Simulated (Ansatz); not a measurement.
Base system: ZnSiP$_{2}$ in the chalcopyrite structure (space group I-42d, No. 122).

```yaml
crystal:
  lattice:
    - [-2.67654, 2.67654, 5.22259]
    - [2.67654, -2.67654, 5.22259]
    - [2.67654, 2.67654, -5.22259]
  atoms:
    - { symbol: Zn, position: [0.00000, 0.00000, 0.00000] }
    - { symbol: Zn, position: [0.75000, 0.25000, 0.50000] }
    - { symbol: Si, position: [0.50000, 0.50000, 0.00000] }
    - { symbol: Si, position: [0.25000, 0.75000, 0.50000] }
    - { symbol: P, position: [0.87500, 0.86045, 0.48545] }
    - { symbol: P, position: [0.13955, 0.62500, 0.01455] }
    - { symbol: P, position: [0.37500, 0.38955, 0.51455] }
    - { symbol: P, position: [0.61045, 0.12500, 0.98545] }
```

Cartesian axes are those of the cell as printed.

Method: PBEsol/PAW in Ansatz (a program for electronic structure), no spin-orbit coupling.

Strains are applied to the cell and any free atomic positions relax; under biaxial strain the out-of-plane vector relaxes too.

One change was made to it. Results:

The valence-band top at Γ (three highest levels, from the VBM) becomes 0.00, -0.25, -0.25 eV (base: 0.00, -0.12, -0.12 eV); the gap character is still direct at Γ; the energy goes up by 3.6 meV/atom.

Problem. What was done to the base?
(A) biaxial strain +0.75 %, plane normal [001], relaxed out of plane
(B) biaxial strain +1.50 %, plane normal [001], relaxed out of plane
(C) biaxial strain +2.25 %, plane normal [001], relaxed out of plane

Solution. B, biaxial strain +1.50 %, plane normal [001], relaxed out of plane. For comparison, the valence-band top at Γ in the other runs: biaxial strain +2.25 %, plane normal [001], relaxed out of plane gives 0.00, -0.31, -0.31 eV; biaxial strain +0.75 %, plane normal [001], relaxed out of plane gives 0.00, -0.19, -0.19 eV.

Gaps are read on the SCF mesh and a high-symmetry path. No phonon test of stability was made.
